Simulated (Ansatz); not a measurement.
**Computed paths: Y-vacancy pair in monoclinic HfO2, charge state -5**

System: Y-vacancy pair (Y on one host Hf site, one Hf site vacant) in monoclinic HfO2 (charge state -5). These are PBE, PAW (plane waves to 420 eV; Ansatz, an electronic-structure program) values and carry that method's errors.

Cell of 96 host sites held at the relaxed PBE lattice; the Γ point alone; Fermi-Dirac width 0.01 eV, spin-restricted; finite-size errors left in. Energies are static. Spin-orbit coupling is left out. The charge state is imposed; whether it is stable for some Fermi level was not computed. Forms of the defect that were not tried may lie lower.

Barriers: single points on a 2×2×2 k-point mesh shifted by half a step at the bands' geometries.

| Route | Start site over the lowest site run (eV) | Hop (Å) | Forward barrier (eV) | Backward barrier (eV) | Neighbours at the start | Neighbours at the saddle | Saddle order | Forward, on the band's own sampling (eV) |
|---|---|---|---|---|---|---|---|---|
| the Y atom itself jumps into the vacancy (Y-vacancy distance between ideal sites 3.34 Å throughout) (strongly reconstructed ends) | 0.05 | 2.86 | 1.35 | 1.35 | O at 2.09, O at 2.12, O at 2.20, O at 2.36, O at 2.38, O at 2.49, O at 2.56 Å | O at 2.04, O at 2.15, O at 2.42, O at 2.46, O at 2.60 Å | not checked | 1.36 |

Paths come from climbing-image nudged elastic band runs.   A further band (the Y atom itself jumps into the vacancy (Y-vacancy distance between ideal sites 3.44 Å throughout), 3.26 Å) gave 1.95 eV forward on its own sampling, 1.95 eV above the lowest site run, but a shoulder points to a second hump between its images, so it is not taken as a result.

The whole set of runs took around 7 core-hours (rough).
